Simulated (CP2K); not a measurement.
**Refining one setting for RbGaS2O8 (P321, 12 atoms in the cell)**

```
RbGa(SO4)2
1.0
    4.87763     0.00000     0.00000
   -2.43881     4.22415     0.00000
    0.00000     0.00000     8.62165
Rb Ga S O
1 1 2 8
Direct
  0.00000   0.00000   0.50000
  0.00000   0.00000   0.00000
  0.33333   0.66667   0.20493
  0.66667   0.33333   0.79507
  0.08491   0.34904   0.14743
  0.65096   0.73587   0.14743
  0.26413   0.91509   0.14743
  0.34904   0.08491   0.85257
  0.73587   0.65096   0.85257
  0.91509   0.26413   0.85257
  0.33333   0.66667   0.37404
  0.66667   0.33333   0.62596
```

Level of theory: LDA (Pade form), GPW, DZVP-MOLOPT-SR-GTH basis, GTH-PADE potentials (GTH_POTENTIALS) run with CP2K.

The starting cell comes from a database of computed structures (which also holds hypothetical and non-ambient phases and stackings), without a prior relaxation at this level. Values carry the incompleteness of an atom-centred basis. In the base run, with a pressure of about -3 GPa the cell is away from its equilibrium volume at this level.

Held fixed: CUTOFF = 600 Ry; REL_CUTOFF = 40 Ry; SMEAR/METHOD = GAUSSIAN; SIGMA = 0.01 eV; XC_FUNCTIONAL = PADE; Rb/BASIS_SET = DZVP-MOLOPT-SR-GTH-q9; Rb/POTENTIAL = GTH-PADE-q9; Ga/BASIS_SET = DZVP-MOLOPT-SR-GTH-q13; Ga/POTENTIAL = GTH-PADE-q13; S/BASIS_SET = DZVP-MOLOPT-SR-GTH-q6; S/POTENTIAL = GTH-PADE-q6; O/BASIS_SET = DZVP-MOLOPT-SR-GTH-q6; O/POTENTIAL = GTH-PADE-q6; METHOD = GPW; EPS_DEFAULT = 1e-11; NGRIDS = 5; SCF_GUESS = ATOMIC; EPS_SCF = 1e-06; MAX_SCF = 100. Moved along with it: GAMMA_CENTERED.

ΔF is the free energy per atom less that of the last row (MONKHORST-PACK 10 10 5).

The series runs over KPOINTS/SCHEME = default; MONKHORST-PACK 2 2 1; MONKHORST-PACK 3 3 2; MONKHORST-PACK 4 4 2; MONKHORST-PACK 5 5 2; MONKHORST-PACK 5 5 3; MONKHORST-PACK 6 6 3; MONKHORST-PACK 8 8 4; MONKHORST-PACK 9 9 5; MONKHORST-PACK 10 10 5.

Question: From which setting on does the energy stay within 5 meV/atom of the last one?

Answer: From KPOINTS/SCHEME = MONKHORST-PACK 2 2 1 on; the one before it is off by 160 meV/atom.

Question: From which setting on does the largest force stay within 0.005 eV/Å of the last one?

Answer: From KPOINTS/SCHEME = MONKHORST-PACK 3 3 2 on; the one before it is off by 0.022 eV/Å. The value it settles on is 0.305 eV/Å at this level of theory and with the other settings as held.

```json
[
 {"KPOINTS/SCHEME": "default", "ΔF (meV/atom)": "164.2", "pressure (GPa)": "-3.22", "largest force (eV/Å)": "1.384", "gap on the mesh (eV)": "–", "k-points": "1", "iterations": "30"},
 {"KPOINTS/SCHEME": "MONKHORST-PACK 2 2 1", "ΔF (meV/atom)": "4.5", "pressure (GPa)": "-3.44", "largest force (eV/Å)": "0.283", "gap on the mesh (eV)": "3.926", "k-points": "4", "iterations": "28"},
 {"KPOINTS/SCHEME": "MONKHORST-PACK 3 3 2", "ΔF (meV/atom)": "0.12", "pressure (GPa)": "-3.45", "largest force (eV/Å)": "0.303", "gap on the mesh (eV)": "3.881", "k-points": "10", "iterations": "26"},
 {"KPOINTS/SCHEME": "MONKHORST-PACK 4 4 2", "ΔF (meV/atom)": "0.01", "pressure (GPa)": "-3.45", "largest force (eV/Å)": "0.305", "gap on the mesh (eV)": "3.881", "k-points": "20", "iterations": "26"},
 {"KPOINTS/SCHEME": "MONKHORST-PACK 5 5 2", "ΔF (meV/atom)": "0.00", "pressure (GPa)": "-3.45", "largest force (eV/Å)": "0.305", "gap on the mesh (eV)": "3.881", "k-points": "26", "iterations": "26"},
 {"KPOINTS/SCHEME": "MONKHORST-PACK 5 5 3", "ΔF (meV/atom)": "0.00", "pressure (GPa)": "-3.45", "largest force (eV/Å)": "0.305", "gap on the mesh (eV)": "3.849", "k-points": "38", "iterations": "26"},
 {"KPOINTS/SCHEME": "MONKHORST-PACK 6 6 3", "ΔF (meV/atom)": "0.00", "pressure (GPa)": "-3.45", "largest force (eV/Å)": "0.305", "gap on the mesh (eV)": "3.849", "k-points": "56", "iterations": "26"},
 {"KPOINTS/SCHEME": "MONKHORST-PACK 8 8 4", "ΔF (meV/atom)": "0.00", "pressure (GPa)": "-3.45", "largest force (eV/Å)": "0.305", "gap on the mesh (eV)": "3.853", "k-points": "132", "iterations": "26"},
 {"KPOINTS/SCHEME": "MONKHORST-PACK 9 9 5", "ΔF (meV/atom)": "0.00", "pressure (GPa)": "-3.45", "largest force (eV/Å)": "0.305", "gap on the mesh (eV)": "3.856", "k-points": "203", "iterations": "26"},
 {"KPOINTS/SCHEME": "MONKHORST-PACK 10 10 5", "ΔF (meV/atom)": "0.00", "pressure (GPa)": "-3.45", "largest force (eV/Å)": "0.305", "gap on the mesh (eV)": "3.856", "k-points": "252", "iterations": "26"}
]
```

Gaps are taken between levels on the mesh.
